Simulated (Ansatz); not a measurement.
## A computed series for MgS: element substitutions

The parent structure is MgS in the rock salt structure (space group Fm-3m, No. 225; a = 5.203 Å).

Each row replaces one element on all its sites; cell and atoms are relaxed.

Calculations: DFT with r2SCAN, PAW potentials and a 500 eV plane-wave cutoff in Ansatz (a first-principles code), scalar-relativistic without spin-orbit coupling.

Candidates:
(a) S → I
(b) S → Si
(c) Mg → Ba

Before the change:

```
Quantity                Value
-------------------  --------
Lattice parameter a  520.3 pm
```

### Question
Order them by lattice parameter a, lowest first.

### Answer
(b) S → Si (549.5 pm), (c) Mg → Ba (642.5 pm), (a) S → I (643.7 pm)

Whether these cells are dynamically stable was not tested. As relaxed here, MgI and MgSi are hypothetical phases, not in the database extracts checked. All final runs are without spin polarisation. An odd electron count without spin: MgI.
